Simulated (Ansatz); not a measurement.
ZnO has the hexagonal space group P6₃mc (No. 186), the wurtzite structure, Pearson symbol hP4. Conventional cell: a = 3.235 Å, b = 3.235 Å, c = 5.212 Å, α = 90.00°, β = 90.00°, γ = 120.00°. Zn on 2b is coordinated by 4 O at 1.970–1.978 Å (tetrahedral). O on 2b sees 4 Zn at 1.970–1.978 Å (tetrahedral). (Neighbours: up to the widest gap in distance over summed covalent radii, below 1.35, at either atom; cation-cation and far metal-metal contacts left out.)

Levels: band masses from r2SCAN with spin-orbit coupling, rigid bands (Ansatz, a quantum-chemistry and plane-wave program); dielectric response from LDA (Ansatz).

Q: Estimate the Fröhlich constants and the polar-limited mobilities at 300 K.

A: electrons: mass 0.21 mₑ, α = 0.60, about 920 cm²/(V·s) by the iterated Boltzmann equation for weak coupling (ε∞ 5.1, static ε 9.7, LO 69 meV).

Model: isotropic Fröhlich coupling of one parabolic band to one effective longitudinal optical (LO) phonon, from the dielectric constants and phonon modes at the zone centre, chosen so that α equals the sum over the polar modes. Acoustic, nonpolar, intervalley and impurity scattering are left out, and they lower the mobility further; with several valleys or bands the averaged mass is a rough stand-in. Semilocal functionals tend to overestimate ε∞, which makes α low and the mobility high.
